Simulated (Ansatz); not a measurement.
Cl interstitial in fcc Ir

Calculation: PBE, PAW (plane waves to 420 eV; Ansatz, an electronic-structure program). Cell and caveats: 32-site cell; 6×6×6 shifted k-points; start: void with 6Ir nearest; no spin–orbit coupling; not converged in cell size; the relaxation kept the symmetry of the starting site; relaxed from one start, so a lower configuration may exist.

Neighbours after relaxation, in Å: of the Cl atom: Ir 2.18, Ir 2.18, Ir 2.18, Ir 2.18, Ir 2.18, Ir 2.18.

Formation energies E_f are those of the neutral cell. Chemical conditions: host crystal and elements as references (Δμ(Cl) = 0.00 eV; Cl taken from its element, since no compound that bounds it was computed at this level; only phases computed here count, gases as isolated molecules at 0 K). Reference phases: Cl: Cl2 molecule in a box.

The name describes the start; the neighbours show where the added atom ended.

```tsv
charge	moment (μB)	point group	largest move off a lattice site (Å)	E_f, host crystal and elements as references (eV)
0	not spin-polarised	Oh	0.25	8.89
```

Point groups are those of the whole cell at tolerances of 0.03 and 0.1 Å ("near" where only the looser one holds); none is given for unsettled states.
